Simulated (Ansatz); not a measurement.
The starting structures come from a database of crystals and need not be the phases stable at ambient conditions.

 Where the default PAW files enter, the runs use the earlier of Ansatz's two default sets.

Given:

```
GaS
1.0
    3.59361     0.00000     0.00000
    0.00000    15.33131     0.00000
    1.79681     0.00000     3.11216
Ga S
4 4
Cartesian
  0.00000  12.72270   0.00000
  0.00000   2.60861   0.00000
  0.00000   5.05705   0.00000
  0.00000  10.27427   0.00000
  3.59361  13.80909   2.07477
  1.79681   1.52222   1.03739
  1.79681   6.14343   1.03739
  3.59361   9.18788   2.07477
```

Space group of this cell: P6_3/mmc. The cell was relaxed by PBE-D3(BJ); by PBEsol its mean pressure is -0.8 GPa.

Transport runs along the normal of the first two printed cell vectors, the (100) plane of the conventional cell.

The gap is the functional's own, uncorrected, and κ follows it; spin-orbit coupling is left out. Mid-gap values are interpolated between the computed energies.

Question: State the band gap and the smallest decay constant κ at mid-gap according to PBEsol run with Ansatz (an electronic-structure program).

Answer: Gap 1.42 eV on a 10×2×10 mesh; κ = 0.154 1/Å, at the zone centre.
